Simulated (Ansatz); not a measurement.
Take SiO$_{2}$ (space group P3_221, No. 154; a = 4.8658 Å, c = 5.3652 Å) as the base. Axes: x lies along a and z along c of the hexagonal cell.

The values are results of LDA (Ansatz, a quantum-chemistry and plane-wave program; PAW; 420 eV plane waves; no SOC), not measurements.

The change: uniaxial strain ε_xx = +1.50 %, all other strain components held at zero; the atoms relax in the strained cell.

**Question.** Estimate the effect on the largest internal atomic displacement and stress.

**Answer.** The largest internal atomic displacement is 0.058 Å; the stress (xx, yy, zz, yz, xz, xy; compression positive) comes out as (-1.14, -0.14, -0.17, -0.28, 0.00, 0.00) GPa.

Stability against distortions was not tested.
